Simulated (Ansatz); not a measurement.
## Pressure series in KTaO3

Base system: KTaO$_{3}$ in the cubic perovskite structure (space group Pm-3m, No. 221).

```
KTaO3
1.0
    3.95200     0.00000     0.00000
    0.00000     3.95200     0.00000
    0.00000     0.00000     3.95200
K Ta O
1 1 3
Cartesian
  0.00000   0.00000   0.00000
  1.97600   1.97600   1.97600
  1.97600   0.00000   1.97600
  0.00000   1.97600   1.97600
  1.97600   1.97600   0.00000
```

Cell and atoms are relaxed at each pressure.

All numbers come from LDA (Ansatz, a program for electronic structure), no spin-orbit coupling.

Notes on the quantities. enthalpy: H = E + PV relative to the base's energy.

| change | band gap | enthalpy | shortest interatomic distance |
|---|---|---|---|
| base | 2.13 eV | – | 1.976 Å |
| pressure −2 GPa | 2.11 eV | -0.15 eV/atom | 1.982 Å |
| pressure −1 GPa | 2.12 eV | -0.08 eV/atom | 1.979 Å |
| pressure 0.3 GPa | 2.13 eV | +0.02 eV/atom | 1.975 Å |
| pressure 0.7 GPa | 2.14 eV | +0.05 eV/atom | 1.974 Å |
| pressure 1.5 GPa | 2.14 eV | +0.12 eV/atom | 1.972 Å |
| pressure 3 GPa | 2.16 eV | +0.23 eV/atom | 1.967 Å |
| pressure 5 GPa | 2.17 eV | +0.38 eV/atom | 1.962 Å |
| pressure 7.5 GPa | 2.19 eV | +0.57 eV/atom | 1.955 Å |
| pressure 10 GPa | 2.21 eV | +0.75 eV/atom | 1.949 Å |

Spin-orbit coupling, missing from the scalar runs, can matter with Ta. Load acts through the strain it causes; cell and atoms are relaxed under it. No phonon test of stability was made. No other phases were tried under pressure.
